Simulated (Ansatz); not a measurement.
Base system: YN in the rock salt structure (space group Fm-3m, No. 225; a = 4.9060 Å).

Calculations: Ansatz (a quantum-chemistry and plane-wave program), PBE, PAW, cutoff 420 eV, no spin-orbit coupling, earlier PAW set.

For the base:

The band gap is 0.21 eV. The width of the top valence band is 2.22 eV and the density is 5.79 g/cm³.

Now apply this change: a hydrostatic pressure of 7.5 GPa.

Question: How does this affect the band gap, width of the top valence band and density?

Answer: The band gap falls by 0.08 eV (0.21 eV → 0.13 eV); the width of the top valence band increases by 0.12 eV to 2.34 eV; the density grows by 0.25 g/cm³, from 5.79 g/cm³ to 6.04 g/cm³.

Load acts through the strain it causes; cell and atoms are relaxed under it. Stability against distortions was not tested. No other phases were tried under pressure. The zero or small gap of YN can change with the level of theory.
